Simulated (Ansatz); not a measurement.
Results of r²SCAN (PAW; Ansatz, an electronic-structure program) for SnO2 (model structure, started from the tetragonal ZrO2 type, P4₂/nmc, No. 137, 6 atoms in the cell).

Settings: plane-wave cutoff 560 eV, 10×10×6 k mesh (along the axes of the cell as run), Fermi–Dirac smearing 0.01 eV, scalar-relativistic PAW data made under PBE.

Cell (relaxed with PBEsol):

```
CELL_PARAMETERS angstrom
      3.55766     0.00000     0.00000
      0.00000     3.55766     0.00000
      0.00000     0.00000     5.40230
ATOMIC_POSITIONS crystal
  Sn 0.00000 0.00000 0.00000
  Sn 0.50000 0.50000 0.50000
  O  0.00000 0.50000 0.18203
  O  0.00000 0.50000 0.68203
  O  0.50000 0.00000 0.31797
  O  0.50000 0.00000 0.81797
```

Q: Estimate the band gap and smallest direct gap on the k points sampled that the calculation returns.

A: 
- band gap: 1.57 eV
- smallest direct gap on the k points sampled: 1.71 eV

Note: the relaxation could raise the start's symmetry but not lower it, so the cell can be a saddle point; cell and atoms aren't relaxed at this level (largest force component 0.19 eV/Å, pressure -1.6 GPa).

Spin–orbit coupling is not included.

Computed values are for the static lattice.

The result took around 70 core-seconds (rough).

A model structure was made by putting elements into a prototype or built by hand; it is no filed structure, need not be a known phase, and can be a saddle point held by its symmetry.
